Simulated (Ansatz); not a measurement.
**A computed series for AlNi: pressure series**

Base system: AlNi in the CsCl type structure (space group Pm-3m, No. 221; a = 2.893 Å; non-magnetic).

Cell and atoms are relaxed at each pressure.

The values are results of PBE/PAW in Ansatz (a program for electronic structure), no spin-orbit coupling, earlier PAW set, not measurements.

Notes on the quantities. enthalpy: H = E + PV relative to the base's energy.

```csv
case,enthalpy,shortest interatomic distance
base,–,2.505 Å
pressure −2 GPa,-0.15 eV/atom,2.516 Å
pressure −1 GPa,-0.08 eV/atom,2.510 Å
pressure 0.3 GPa,+0.02 eV/atom,2.504 Å
pressure 0.7 GPa,+0.05 eV/atom,2.501 Å
pressure 1.5 GPa,+0.11 eV/atom,2.497 Å
pressure 3 GPa,+0.22 eV/atom,2.490 Å
pressure 5 GPa,+0.37 eV/atom,2.481 Å
pressure 7.5 GPa,+0.55 eV/atom,2.470 Å
pressure 10 GPa,+0.73 eV/atom,2.459 Å
```

Load acts through the strain it causes; cell and atoms are relaxed under it. Whether these cells are dynamically stable was not tested. No other phases were tried under pressure. Starting moments died away, wholly or in part, for the base; another magnetic solution may exist. All final runs are without spin polarisation.
